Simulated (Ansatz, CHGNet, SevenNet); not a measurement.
CsCl-type CuZn: properties by level of theory

Reference values: lattice constant a 2.958 Å (measured, temperature not stated, not corrected to a static lattice; as tabulated in First-Principles Study on the Electrical and Thermal Conductivities of Cu–Zn …); formation enthalpy -0.124 eV/atom (measured, temperature not stated, no zero-point or thermal correction; as tabulated in Nepal et al. (2020), arXiv:2007.11150).

```csv
level (code),lattice parameter a (Å),elastic constant C11 (GPa),elastic constant C44 (GPa),polycrystal shear modulus (GPa),enthalpy of formation (eV/atom)
CHGNet 0.3.0,2.959,93.5,[?],[?],-0.070
SevenNet-0,[?],[?],38.2,13.6,-0.084
PBE (Ansatz),2.964,[?],82.3,34.9,-0.091
revPBE (Ansatz),2.991,114,77.5,[?],-0.086
RPBE (Ansatz),3.001,111,75.7,[?],-0.085
```

Task: Complete the blanks.

Result: 
- CHGNet 0.3.0, elastic constant C44 (GPa): 22.0
- CHGNet 0.3.0, polycrystal shear modulus (GPa): 14.2
- SevenNet-0, lattice parameter a (Å): 2.961
- SevenNet-0, elastic constant C11 (GPa): 118
- PBE (Ansatz, a first-principles code), elastic constant C11 (GPa): 125
- revPBE (Ansatz), polycrystal shear modulus (GPa): 33.1
- RPBE (Ansatz), polycrystal shear modulus (GPa): 32.4

Differences from the reference values (errors of the level alone only where the reference is corrected to a static lattice):

```
level         lattice constant a (%)  formation enthalpy (eV/atom)
------------  ----------------------  ----------------------------
CHGNet 0.3.0                   +0.03                        +0.054
SevenNet-0                     +0.10                        +0.040
PBE                            +0.20                        +0.033
revPBE                         +1.12                        +0.038
RPBE                           +1.45                        +0.039
```

Nearest: lattice constant a, not ranked (reference at room or unstated temperature); formation enthalpy, not ranked (one source).

Machine-learned potentials (CHGNet 0.3.0, SevenNet-0) are trained on DFT data: a solid inside that data is no test of them.

Ansatz's density-functional and Hartree–Fock values are scalar-relativistic unless marked +SOC, with PAW data made under PBE.

Differences are worked out from the printed values.

Computed values are for the static lattice.
